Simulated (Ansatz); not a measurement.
Input and output of a relaxation of cell and atoms for LuTlSe2 (R-3m, 4 atoms in the cell) (Ansatz, an electronic-structure program).

Method of the run: PBEsol, PAW files made with PBE (plane waves; Ansatz).

```xyz
4
Lattice="2.0395 1.1775 7.7383 -2.0395 1.1775 7.7383 0.0000 -2.3551 7.7383" Properties=species:S:1:pos:R:3 pbc="T T T"
Lu     0.0000     0.0000     0.0000
Tl     0.0000     0.0000    11.6075
Se     0.0000     0.0000    17.0198
Se     0.0000     0.0000     6.1952
```

Reference input (self-consistent single point, DFT, PBEsol, plane waves, PAW files made with PBE): kpoints.mp_grid.grid = 6 6 6; hamiltonian.xc = pbesol; hamiltonian.pseudopotentials = {kind: paw} (the program's default PAW files); scf.occupations.method = fermi_dirac; scf.occupations.width = 0.02 eV. This run's input differs from it in these lines:

```diff
@@ -18,2 +18,4 @@
   occupations: { method: fermi_dirac, width: 0.02 }
+relax:
+  cell: {}
 output:
```

Output, abridged:

```
   [... SCF lines of the steps left out ...]
relax step   1: F+E_penalty+E_count = -36763.39881157 eV  Δ(F+E_penalty+E_count) = +0.000e0 eV  max|allowed force component| = 7.389e-2 eV/Å  Δτ_max = 0.0000 Å  P = -1.555 GPa  Ω = 111.508 Å³  (11 SCF iters, dr2 threshold 1.00e-7 eV, accepted)
relax step   2: F+E_penalty+E_count = -36763.42324904 eV  Δ(F+E_penalty+E_count) = -2.444e-2 eV  max|allowed force component| = 7.086e-2 eV/Å  Δτ_max = 0.0274 Å  P = +0.223 GPa  Ω = 106.927 Å³  energy of the carried Pulay correction = +6.453e-4 eV  [...]
   [... lines left out ...]
relax step   4: F+E_penalty+E_count = -36763.42410445 eV  Δ(F+E_penalty+E_count) = -2.206e-4 eV  max|allowed force component| = 1.258e-5 eV/Å  Δτ_max = 0.0045 Å  P = -0.004 GPa  Ω = 107.173 Å³  energy of the carried Pulay correction = +6.099e-4 eV  [...]
relax step   5: F+E_penalty+E_count = -36763.42353163 eV  Δ(F+E_penalty+E_count) = +5.728e-4 eV  max|allowed force component| = 2.410e-4 eV/Å  Δτ_max = 0.0000 Å  P = -0.007 GPa  Ω = 107.173 Å³  stress off target by 1.07e-2 GPa  SCF on the basis [...]
basis re-selected at this cell: Δ(F+E_penalty+E_count) = +5.728e-4 eV, ΔP = -0.002 GPa vs the last step
the relaxation is at rest under the 12 symmetry operations that the run kept from its start: a minimum is not shown …
Free energy (F): -36763.423532 eV
Internal energy: -36763.423532 eV  (E = F + TS)
E sigma→0 (E₀):  -36763.423532 eV
Fermi energy:    10.584288 eV
--- Forces (eV/Å), atoms counted from 1 ---
  atom   1  Lu    -0.00000000     0.00000000     0.00000000
  atom   2  Tl     0.00000000     0.00000000     0.00000000
   [... lines left out ...]
  cell:  # Å, volume = 107.1730 Å³
   [... lines left out ...]
  atoms:
    - { symbol: Lu, position: [-9.340543788669369e-21, -9.340543788669306e-21, -9.340543788669274e-21] }
    - { symbol: Tl, position: [0.49999999999999994, 0.49999999999999994, 0.49999999999999994] }
    - { symbol: Se, position: [0.7346685956163141, 0.7346685956163141, 0.7346685956163141] }
    - { symbol: Se, position: [0.26533140438368596, 0.26533140438368596, 0.2653314043836859] }
```

The run converged. 

Summary of the result:
```
Quantity                                                                                                             Result
------------------------------------------------  -------------------------------------------------------------------------
Free energy E − TS (on the zero of these files)                                                              -36763.4235 eV
Top of the valence band (on the code's own zero)                                                                   10.17 eV
Gap on the k-point mesh                                                                                             0.84 eV
Pressure                                                                                                          -0.01 GPa
Final cell                                        a = 7.975 Å, b = 7.975 Å, c = 7.975 Å, α = 29.25°, β = 29.25°, γ = 29.25°
Final volume per atom                                                                                              26.79 Å³
Relaxation steps                                                                                                          5
```

The starting cell comes from a database of computed structures (which also holds hypothetical and non-ambient phases and stackings), without a prior relaxation at this level. Spin-orbit coupling is off. The relaxation keeps the symmetry of its start, so its end need not be a minimum. Ansatz's pressure includes its estimate of the finite-basis (Pulay) stress.

Cost on one core of a shared machine: roughly 60 s.

Keys are those of Ansatz 0.2.
